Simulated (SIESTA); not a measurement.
Band structure of ScGe2 (Cmcm, 6 atoms in the cell).

```xyz
6
Lattice="1.9289 -7.5461 0.0000 1.9289 7.5461 0.0000 0.0000 0.0000 3.7918" Properties=species:S:1:pos:R:3 pbc="T T T"
Sc     1.9289    -5.9894     2.8439
Sc     1.9289     5.9894     0.9480
Ge     1.9289    -0.8367     2.8439
Ge     1.9289     0.8367     0.9480
Ge     1.9289     3.7411     2.8439
Ge     1.9289    -3.7411     0.9480
```

Level of theory: LDA PW92, numerical atomic orbitals DZP, PseudoDojo LDA standard norm-conserving potentials (rewritten from UPF to PSML) in SIESTA.

Settings: XC.functional = LDA; XC.authors = PW92; potentials = PseudoDojo LDA standard; PAO.BasisSize = DZP; PAO.EnergyShift = 0.01 Ry; MeshCutoff = 350 Ry; kgrid.MonkhorstPack = 4 4 4; OccupationFunction = MP; OccupationMPOrder = 0; ElectronicTemperature = 1578.21 K; MaxSCFIterations = 150; SCF.Mixer.Method = Pulay; SCF.Mixer.Weight = 0.25; SCF.Mixer.History = 6.

The starting cell comes from a database of computed structures (which also holds hypothetical and non-ambient phases and stackings), without a prior relaxation at this level. Values carry the incompleteness of an atom-centred basis.

Levels in eV from the Fermi level, bands 36 to 41:
| point | 36 | 37 | 38 | 39 | 40 | 41 |
|---|---|---|---|---|---|---|
| Γ | -1.45 | -1.41 | -1.21 | -0.48 | 0.67 | 2.18 |
| X | -1.92 | -0.18 | -0.06 | 0.71 | 0.88 | 1.17 |
| S | -1.25 | -0.71 | 0.03 | 0.81 | 0.88 | 1.04 |
| R | -2.72 | -2.31 | -2.31 | -1.10 | -1.10 | 2.85 |
| A | -2.55 | -2.45 | -2.45 | -1.08 | -1.08 | 2.87 |
| Z | -0.97 | -0.20 | -0.20 | 1.03 | 1.03 | 1.27 |
| Y | -1.47 | -1.18 | -0.74 | -0.07 | 0.94 | 2.05 |
| X1 | -1.92 | -0.18 | -0.06 | 0.71 | 0.88 | 1.17 |
| A1 | -2.55 | -2.45 | -2.45 | -1.08 | -1.08 | 2.87 |
| T | -1.88 | -0.78 | -0.78 | 0.43 | 0.43 | 0.99 |

Bands cross the Fermi level along this path, so the cell is metallic at this level.

Higher empty bands are left out: an atom-centred basis made for the valence describes them poorly.
